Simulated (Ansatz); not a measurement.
**Ansatz (an electronic-structure program) run on LiZn₃ (I4mm, 4 atoms in the cell): self-consistent single point**

Level of theory: LDA (PW92), default PAW files made with PBE (plane waves; Ansatz).

The input file:

Ansatz 0.2 input:
```yaml
# LiZn3
crystal:
  lattice:
    - [0.000000, 3.020143, 3.020143]
    - [3.020143, 0.000000, 3.020143]
    - [3.020143, 3.020143, 0.000000]
  atoms:
    - { symbol: Li, position_ang: [0.000000, 0.000000, 0.050001] }
    - { symbol: Zn, position_ang: [1.510072, 1.510072, 1.510072] }
    - { symbol: Zn, position_ang: [4.530214, 4.530214, 4.530214] }
    - { symbol: Zn, position_ang: [3.020143, 3.020143, 3.020143] }
basis:
  ecutwfc: 420.0
kpoints:
  mp_grid: { grid: [10, 10, 10] }
hamiltonian:
  xc: lda
  pseudopotentials: { kind: paw }
scf:
  occupations: { method: gaussian, width: 0.1 }
output:
  forces: true
  eigenvalues: true
  stress: true
```

Log, with long lists cut:

```
WARN the atoms were moved onto the symmetric positions of the space group found under crystal.symmetry.tolerance 1.0e-5 (fractional …
WARN ansatz: RAYON_NUM_THREADS=1 ignored (pool sized by the plan → 1); use --threads N
Pseudopotentials: kind: paw
Pseudopotential: Li, paw, valence charge 3
Pseudopotential: Zn, paw, valence charge 12
Crystal: 4 atoms, lattice volume = 55.095 Å³
Basis set: ecut = 420 eV, 1067 PW (Γ)
Bands: 24, of which v1, the nominal top of the filled ones, is band 20 counted from 1 (19 counted from 0)
Symmetry: 8 space group operations
Space group: I4mm (ITA 107), of the structure as read, at distance tolerance 3.8e-5 Å
k-points: 102 of 1000 (time reversal used)
PAW frozen core: Zn, regenerated for the run's functional, and the local potential with it
Initial density: superposition of atomic densities (neutral atoms: chi_scale 0, normalization atom), corrected by the library's trained network
Initial wavefunctions: pseudopotential atomic-orbital guess
Eigensolver: davidson
Functional: x = slater, c = lda
SCF iter   1: F=—  HF=-9941.092892 eV  |F-HF|=—  |Δ(HF+E_count)|=         —  Δρ=5.00e-3  dr2=7.59e-3  ethr=1.77e-3  ⟨swp⟩=5.6  Hψ=10386  notcnv=0
all-band conjugate gradients solve this SCF's bands
preconditioner: auto → Kerker (q_TF=auto, 2.576 Å⁻¹)
SCF iter   2: F=—  HF=-9941.088366 eV  |F-HF|=—  |Δ(HF+E_count)|=   4.53e-3  Δρ=2.56e-3  dr2=3.38e-3  ethr=1.95e-5  ⟨swp⟩=2.0  Hψ=5005  notcnv=0
SCF iter   3: F=—  HF=-9941.087155 eV  |F-HF|=—  |Δ(HF+E_count)|=   1.21e-3  Δρ=1.86e-3  dr2=8.99e-4  ethr=8.66e-6  ⟨swp⟩=2.0  Hψ=4385  notcnv=0
SCF iter   4: F=—  HF=-9941.086701 eV  |F-HF|=—  |Δ(HF+E_count)|=   4.54e-4  Δρ=5.15e-4  dr2=2.22e-4  ethr=2.31e-6  ⟨swp⟩=2.0  Hψ=4058  notcnv=0
SCF iter   5: F=—  HF=-9941.086630 eV  |F-HF|=—  |Δ(HF+E_count)|=   7.18e-5  Δρ=1.33e-4  dr2=1.34e-5  ethr=5.68e-7  ⟨swp⟩=2.2  Hψ=4192  notcnv=0
SCF iter   6: F=—  HF=-9941.086623 eV  |F-HF|=—  |Δ(HF+E_count)|=   6.12e-6  Δρ=1.13e-4  dr2=6.08e-6  ethr=3.45e-8  ⟨swp⟩=2.0  Hψ=4296  notcnv=0
SCF iter   7: F=—  HF=-9941.086622 eV  |F-HF|=—  |Δ(HF+E_count)|=   1.89e-6  Δρ=3.04e-5  dr2=6.66e-7  ethr=1.56e-8  ⟨swp⟩=2.5  Hψ=4473  notcnv=0
SCF iter   8: F=-9941.086621 eV  HF=-9941.086621 eV  |F-HF|=4.11e-8  |Δ(HF+E_count)|=   1.38e-7  Δρ=1.24e-5  dr2=9.15e-8  ethr=2.56e-10  ⟨swp⟩=4.2  Hψ=11475  notcnv=0
SCF 1 converged in 8 iterations: F = -9941.086621 eV  dr2 = 9.15e-8
SCF converged after 8 iterations
Free energy (F): -9941.086621 eV
Harris-Foulkes:  -9941.086621 eV  (|F-HF|=4.11e-8)
Internal energy: -9941.080932 eV  (E = F + TS)
E sigma→0 (E₀):  -9941.083777 eV
Entropy (-TS):   -0.005689 eV (-1.422 meV/atom)
Fermi energy:    9.404904 eV
--- Per-component energies (eV) ---
  E_band       = 26.059708
  E_kinetic    = 418.465006
  E_local      = -4981.396142  (includes V_loc(G=0)·N_el)
  E_nonlocal   = 1804.389319
  E_hartree    = 2074.653107
  E_xc         = -420.278768
  E_vxc        = -178.163927  (∫ρ·V_xc dr)
  E_paw        = -5275.816380  (= ΣΔE_a)
  E_vpaw       = -1186.526945  (= ΣTr[D̂ρ^β])
  E_aug_tail   = -0.001095  (compensation charges beyond the density's cutoff)
  E_ewald      = -3565.767403
  E_core_change = 4.671424  (= ΣΔE_core)
  E_smearing   = -0.005689  (= −TS)
  E_closure    = -0.000000  (closes the sum)
  Σ components = -9941.086621   (vs F -9941.086621, Δ=0.00e0)
--- Forces (eV/Å), atoms counted from 1 ---
  atom   1  Li     0.00000000     0.00000000    -0.15028838
  atom   2  Zn    -0.00000000    -0.00000000     0.06631930
  atom   3  Zn    -0.00000000     0.00000000     0.06631930
  atom   4  Zn     0.00000000     0.00000000     0.01766318
  max |Σ_I F_I| component: 1.34e-5 eV/Å
--- Stress (GPa, compression-positive) ---
       -4.921136       0.000000       0.000000
        0.000000      -4.921136       0.000000
        0.000000       0.000000      -4.929906
  P = ⅓ Tr σ = -4.9241 GPa (-49.241 kbar)
  The stress holds the Pulay correction. Without it, at fixed plane waves, as pw.x and ABINIT print it: P = -4.9672 GPa
--- Band table (eV; the first three rows and the last of 102) ---
  k-point 0: bands = ["-35.6219", "-0.1498", "1.3497", "1.3501", "1.6268", "1.6268", "1.6270", "1.6473", "1.6473", "1.6473", "2.3319", "2.3320", "2.3733", "2.3755", "2.3755", "2.3766", "2.3788", "12.0939", "12.0939", "12.1006", "12.4328", "12.8925", [...]
  k-point 1: bands = ["-35.6219", "-0.0384", "1.3658", "1.3661", "1.5545", "1.5945", "1.5946", "1.6908", "1.6908", "1.7495", "2.3185", "2.3187", "2.3317", "2.3320", "2.3377", "2.4121", "2.4122", "10.1840", "11.6393", "11.6419", "12.5159", "13.5319", [...]
  k-point 2: bands = ["-35.6218", "0.2841", "1.4130", "1.4133", "1.5088", "1.5612", "1.5613", "1.7538", "1.7539", "1.8912", "2.2345", "2.2458", "2.2461", "2.3218", "2.3218", "2.4339", "2.4339", "8.1524", "11.1460", "11.1471", "12.2603", "13.4338", [...]
  k-point 101: bands = ["-35.6213", "1.3038", "1.3066", "1.5185", "1.5185", "1.5714", "1.7230", "1.9721", "1.9777", "1.9777", "2.0215", "2.1916", "2.2591", "2.3667", "2.5009", "2.5009", "4.1197", "4.5711", "7.4343", "7.4343", "8.7818", "12.0913", [...]
```

The run converged in 8 iterations.

The starting cell comes from a database of computed structures (which also holds hypothetical and non-ambient phases and stackings), without a prior relaxation at this level. Its lattice was rescaled by up to half a per cent. One atom was moved a little off its site on purpose. With a pressure of about -5 GPa the cell is away from its equilibrium volume at this level. Ansatz's pressure includes its estimate of the finite-basis (Pulay) stress.
